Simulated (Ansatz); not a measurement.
**Effect of S → Se on BeS**

Take BeS in the zinc blende structure (space group F-43m, No. 216; a = 4.876 Å) as the base.

Perturbation: every S is replaced by Se; the structure is relaxed again.

Calculations: PBE (Ansatz, an electronic-structure program), scalar-relativistic without spin-orbit coupling, earlier PAW set. Settings: 11×11×11 k-points, 0.05 eV Fermi–Dirac smearing, for the changed cell.

- Volume per atom = 17.35 Å³ (base 14.49 Å³)
- Density = 4.21 g/cm³ (base 2.35 g/cm³)
- Band gap = 2.67 eV (base 3.15 eV)
- Gap character = indirect, Γ → X (base indirect, Γ → X)
- Width of the top valence band = 3.20 eV (base 3.27 eV)
- Electron mass = 0.90 mₑ along k, 0.27 mₑ across (at X) (base 0.84 mₑ along k, 0.29 mₑ across (at X))
- Hole mass (degenerate bands, along [100]) = 0.24, 0.48, 0.48 mₑ (at Γ) (base 0.34, 0.57, 0.57 mₑ (at Γ))

Final structure:

```
BeSe
1.0
    0.00000     2.58889     2.58889
    2.58889     0.00000     2.58889
    2.58889     2.58889     0.00000
Se Be
1 1
Cartesian
  3.88334   3.88334   3.88334
  0.00000   0.00000   0.00000
```

Masses are band curvatures over ±0.01 Å⁻¹ around the edge. Along k means along the line from Γ to the band edge. Whether these cells are dynamically stable was not tested.
